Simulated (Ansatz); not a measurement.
## Converging the plane-wave cutoff: AlRh (P4mm, 2 atoms in the cell)

```
CELL_PARAMETERS angstrom
      2.99221     0.00000     0.00000
      0.00000     2.99221     0.00000
      0.00000     0.00000     2.99221
ATOMIC_POSITIONS crystal
  Al 0.00000 0.00000 0.01671
  Rh 0.50000 0.50000 0.50000
```

Method: LDA (PW92), default PAW files made with PBE (plane waves; Ansatz, a quantum-chemistry and plane-wave program).

Base settings: basis.ecutwfc = 420 eV; kpoints.mp_grid.grid = 11 11 11; hamiltonian.xc = lda; hamiltonian.pseudopotentials = {kind: paw} (the program's default PAW files); scf.occupations.method = gaussian; scf.occupations.width = 0.1 eV.

The second cell is the first with its lattice scaled by 0.98.

The mesh stays at the base's, so the ladder's end is converged at best in this setting alone.

The first pressure column holds Ansatz's estimate of the finite-basis (Pulay) stress, which hides part of the cutoff error; the other is without it.

Only quantities that move along the ladder and can be compared are tabulated.

The count of work is k-points × plane waves × bands × iterations; it is no time. 

The starting cell comes from a database of computed structures (which also holds hypothetical and non-ambient phases and stackings), without a prior relaxation at this level. Its lattice was rescaled by up to half a per cent. One atom was moved a little off its site on purpose. Spin polarisation is off. In the base run, with a pressure of about -9 GPa the cell is away from its equilibrium volume at this level.

Steps (basis.ecutwfc): 145 eV; 170 eV; 190 eV; 210 eV; 230 eV; 250 eV; 295 eV; 335 eV; 380 eV; 420 eV; 460 eV; 505 eV; 565 eV; 630 eV; 735 eV; 840 eV; 1010 eV.

Problem. What is the coarsest basis.ecutwfc that holds the forces within 0.01 eV/Å of the last step, with all finer ones?

Solution. 295 eV, at 0.16 of the last step's count of work; the step before is off by 0.058 eV/Å.

Problem. What is the coarsest basis.ecutwfc that holds the free energy within 1 meV/atom of the last step, with all finer ones?

Solution. 460 eV, at 0.32 of the last step's count of work; the step before is off by 1.3 meV/atom.

Problem. What is the coarsest basis.ecutwfc that holds the pressure without the Pulay estimate within 0.1 GPa of the last step, with all finer ones?

Solution. 420 eV, at 0.27 of the last step's count of work; the step before is off by 0.36 GPa.

| basis.ecutwfc | free energy less the last step's (meV/atom) | energy of the compressed cell less the first (meV/atom) | pressure (GPa) | pressure without the Pulay estimate (GPa) | largest difference of a force vector from the last step's (eV/Å) | count of work / last |
|---|---|---|---|---|---|---|
| 145 eV | 31956.59 | -342.77 | -51.70 | -1148.12 | 0.423 | 0.056 |
| 170 eV | 14928.59 | -198.91 | -25.80 | -666.64 | 0.239 | 0.089 |
| 190 eV | 7721.08 | -57.55 | -3.49 | -401.05 | 0.046 | 0.10 |
| 210 eV | 3865.01 | 3.55 | -4.04 | -233.34 | 0.101 | 0.093 |
| 230 eV | 1873.00 | -17.58 | -7.75 | -132.72 | 0.101 | 0.10 |
| 250 eV | 906.97 | -16.94 | -9.34 | -76.13 | 0.058 | 0.13 |
| 295 eV | 150.33 | -7.69 | -7.79 | -22.89 | 0.002 | 0.16 |
| 335 eV | 25.16 | -11.79 | -8.52 | -11.55 | 0.006 | 0.19 |
| 380 eV | 3.67 | -12.71 | -8.67 | -9.08 | 0.001 | 0.24 |
| 420 eV | 1.26 | -12.87 | -8.71 | -8.78 | 0.000 | 0.27 |
| 460 eV | 0.73 | -12.89 | -8.71 | -8.74 | 0.000 | 0.32 |
| 505 eV | 0.48 | -12.91 | -8.72 | -8.73 | 0.000 | 0.38 |
| 565 eV | 0.32 | -12.92 | -8.72 | -8.73 | 0.000 | 0.41 |
| 630 eV | 0.18 | -12.93 | -8.72 | -8.73 | 0.000 | 0.49 |
| 735 eV | 0.08 | -12.94 | -8.72 | -8.73 | 0.000 | 0.63 |
| 840 eV | 0.03 | -12.94 | -8.72 | -8.73 | 0.000 | 0.78 |
| 1010 eV | 0.00 | -12.94 | -8.72 | -8.72 | 0.000 | 1.0 |

The energy difference between the two cells stays within 1 meV/atom of the last step's from 380 eV on, the total only from 460 eV on: much of the error is common to both cells and cancels.

At the lowest cutoff the pressure without the Pulay estimate lies 1140 GPa under the last step's, the usual sign of Pulay stress in an incomplete plane-wave basis.

Keys are those of Ansatz 0.2.
